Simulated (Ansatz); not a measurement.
# Element substitutions in InP

The parent structure is InP in the zinc blende structure (space group F-43m, No. 216; a = 5.907 Å).

Each row replaces one element on all its sites; cell and atoms are relaxed.

Calculations: Kohn–Sham DFT with the r2SCAN functional, run in Ansatz (a first-principles code) with PAW and 500 eV plane waves, no spin-orbit coupling, earlier PAW set.

Before the change:

```
Quantity                        Result
-----------------------------  -------
Shortest interatomic distance  2.558 Å
```

**Question.** The aim is a shortest interatomic distance between 2.168 Å and 2.327 Å. Which of these changes reaches it?
(A) In → Cd
(B) In → B
(C) In → Ir
(D) P → Ga

**Answer.** C, In → Ir. It gives 2.260 Å; In → Cd gives 2.538 Å; In → B gives 1.964 Å; P → Ga gives 2.688 Å. Changes not listed may reach it too

Stability against distortions was not tested. As relaxed here, IrP, CdP and InGa are hypothetical phases, not in the database extracts checked. The final runs are not spin-polarised. An odd electron count without spin: CdP.
